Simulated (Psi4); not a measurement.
Psi4 1.11, HF/def2-svpd: [Se]=[Sn], 2 atoms. The geometry is a generated start, not checked to be a minimum at this level.

```
Quantity                                             Result
--------------------------  -------------------------------
task                                                 energy
method                                                  scf
basis                                             def2-svpd
memory                                                 3 GB
maxiter                                                 100
keys of the molecule block                      symmetry c1
scf_type                                       df (default)
e_convergence                               1e-06 (default)
d_convergence                               1e-06 (default)
effective core potentials   those of the basis set, past Kr
basis functions                                          73
```

```xyz
2

Sn     0.0321    -0.0174    -1.1680
Se    -0.0321     0.0174     1.1680
```

With the defaults (damping_percentage = 0, diis = true, scf_initial_accelerator = adiis, guess = auto, which took SAD, diis_max_vecs = 10, soscf = false, soscf_start_convergence = 0.01) it converges in 9 SCF iterations. One run each on 2 threads, with these changes:
- soscf = true, soscf_start_convergence = 0.1
- guess = sapgau
- guess = huckel
- diis_max_vecs = 3
- damping_percentage = 20
- guess = sap
- scf_initial_accelerator = none
- damping_percentage = 60
- damping_percentage = 60, diis = false, scf_initial_accelerator = none

### Question
Name the settings that don't reach the solution of the defaults.

### Answer
No convergence: damping_percentage = 60; damping_percentage = 60, diis = false, scf_initial_accelerator = none (the run ends without SCF convergence in 100 iterations). The rest reach the solution of the defaults.

| setting | SCF iterations | JK calls | end |
|---|---|---|---|
| soscf = true, soscf_start_convergence = 0.1 | 6 | 22 | same solution |
| guess = huckel | 8 | 22 | same solution |
| the defaults | 9 | 10 | same solution |
| scf_initial_accelerator = none | 9 | 10 | same solution |
| diis_max_vecs = 3 | 11 | 12 | same solution |
| guess = sap | 12 | 12 | same solution |
| guess = sapgau | 13 | 13 | same solution |
| damping_percentage = 20 | 19 | 20 | same solution |
| damping_percentage = 60 | 100 | 101 | no convergence |
| damping_percentage = 60, diis = false, scf_initial_accelerator = none | 100 | 101 | no convergence |

An SOSCF iteration holds several JK calls; a Hückel guess adds calls on atoms.
